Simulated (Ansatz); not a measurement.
Start from TiO₂ in the anatase structure (space group I4_1/amd, No. 141).

Space group I4₁/amd, origin choice 1 (No. 141); a = 3.7779 Å, b = 3.7779 Å, c = 9.5838 Å, α = 90.00°, β = 90.00°, γ = 90.00°

| atom | site | symmetry | x | y | z |
|---|---|---|---|---|---|
| Ti | 4b | -4m2 | 0.0000 | 0.0000 | 0.5000 |
| O | 8e | 2mm. | 0.0000 | 0.0000 | 0.2927 |
(The calculation used a cell of 6 atoms; values per cell refer to that cell.)

All numbers come from plane-wave PAW DFT at the r2SCAN level (Ansatz, a first-principles code, 500 eV), without spin-orbit coupling.

One change was made to it. Results:

| quantity | base | after |
|---|---|---|
| lattice parameter a | 3.778 Å | 3.757 Å |
| c/a ratio | 2.537 | 2.484 |
| width of the top valence band | 0.87 eV | 0.93 eV |
| band gap | 2.53 eV | 2.49 eV |

Q: Which change produced these results?
A. pressure 3 GPa
B. pressure 0.7 GPa
C. pressure −1 GPa
D. pressure 7.5 GPa
E. pressure −2 GPa

A: D, pressure 7.5 GPa. For comparison, the lattice parameter a in the other runs: pressure 0.7 GPa gives 3.776 Å; pressure 3 GPa gives 3.768 Å; pressure −2 GPa gives 3.785 Å; pressure −1 GPa gives 3.781 Å.

Load acts through the strain it causes; cell and atoms are relaxed under it. Whether these cells are dynamically stable was not tested. No other phases were tried under pressure. The final runs are not spin-polarised.
